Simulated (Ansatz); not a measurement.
The starting structures come from a database of crystals and need not be the phases stable at ambient conditions.

By PBEsol, the system below comes out a metal.

Without scattering a metal conducts by its projected Fermi surface.

Input:

```xyz
9
Lattice="4.7097 0.0000 0.0000 -2.3549 4.0788 0.0000 0.0000 0.0000 6.4564" Properties=species:S:1:pos:R:3 pbc="T T T"
Nb     2.3549     0.0000     4.3043
Nb     1.1774     2.0394     2.1521
Nb    -1.1774     2.0394     0.0000
Si    -1.2381     3.4340     2.1521
Si     1.1168     0.6448     0.0000
Si     0.0000     1.2895     4.3043
Si     3.5930     0.6448     2.1521
Si     1.2381     3.4340     0.0000
Si     2.3549     2.7892     4.3043
```

Space group of this cell: P6_422. The cell is strained (all lengths scaled by 0.98); by PBEsol its mean pressure is 9.0 GPa.

The current flows along the normal of the first two printed cell vectors, the (001) plane of the conventional cell. No spin-orbit coupling; the value is a mean over 0.1 eV about the Fermi level.

Q: Predict the ballistic conductance per area from PBEsol run with Ansatz (an electronic-structure program).

A: 0.37 × 10¹⁵ S/m² for both spins.
